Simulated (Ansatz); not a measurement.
The structure below was relaxed with PBE, PAW, 420 eV (Ansatz, a first-principles code; scalar-relativistic without spin-orbit coupling), at pressure 30 GPa.

```xyz
1
Lattice="0.0000 1.8901 1.8901 1.8901 0.0000 1.8901 1.8901 1.8901 0.0000" Properties=species:S:1:pos:R:3 pbc="T T T"
Pd     0.0000     0.0000     0.0000
```

Q: Find the space group and the Wyckoff positions.

A: Space group Fm-3m (No. 225); a = 3.7801 Å, b = 3.7801 Å, c = 3.7801 Å, α = 90.00°, β = 90.00°, γ = 90.00°

```tsv
atom	site	symmetry	x	y	z
Pd	4a	m-3m	0.0000	0.0000	0.0000
```

Load acts through the strain it causes; cell and atoms are relaxed under it. Stability against distortions was not tested. No other phases were tried under pressure. The final runs are not spin-polarised. The cell was made from Pd in the fcc (Cu type) structure (space group Fm-3m, No. 225) by this change: pressure 30 GPa.
